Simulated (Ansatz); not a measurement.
Functionals compared on the (22-41) surface of hcp Mg in its 1x1 cell, outermost plane spacing 0.40 Å in the ideal cut, in Ansatz (plane waves, PAW). The structure was relaxed with PBE; the other rows are single points on it. Cutoff 420 eV (500 eV for r2SCAN).

Slab: 27 atoms, 10.3 Å thick at the start (thin: gaps and levels are the slab's own); k 7x4x1, smearing 0.1 eV, dipole-corrected; all atoms relaxed; no symmetry held; no spin, no spin-orbit, no U. These notes are the PBE run's.

```csv
functional,work function of the top face (eV),rough cost of the single point
PBE,3.46,–
LDA,3.60,roughly 8 core-minutes
PBEsol,3.50,about 8 core-minutes (a rough figure)
RPBE,3.39,very roughly 9 core-minutes
r2SCAN,3.50,roughly 15 core-minutes
```

Ansatz is a quantum-chemistry and plane-wave program.
